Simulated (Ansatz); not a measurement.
How far PBE and r2SCAN part for HfO2, Hf → Zr

Consider HfO2 in the fluorite structure (space group Fm-3m, No. 225; a = 5.0976 Å).

(Cell as relaxed with PBE.)

Levels (all Ansatz, a first-principles code, PAW): PBE (420 eV, without spin-orbit coupling); r2SCAN (500 eV, scalar-relativistic without spin-orbit coupling).

Each level relaxes its own structure.

```csv
base,PBE,r2SCAN
volume per atom,11.04 Å³,10.79 Å³
lattice parameter a,5.098 Å,5.058 Å
band gap,3.75 eV,4.30 eV
```

Perturbation: every Hf is replaced by Zr, then cell and atoms are relaxed.

```tsv
quantity	PBE	r2SCAN
band gap	3.32 eV	3.89 eV
volume per atom	11.16 Å³	10.98 Å³
```

PBE's band gap lies 0.57 eV below r2SCAN's; PBE's volume per atom lies 0.173 Å³ above r2SCAN's (1.6 %). Neither level is exact; r2SCAN is the comparison here, not a measurement.

With Hf present, leaving out spin-orbit coupling can change the band edges. Whether these cells are dynamically stable was not tested. This is not the structure that ZrO2 has at room temperature and ambient pressure. This is not the structure that HfO2 has at room temperature and ambient pressure.
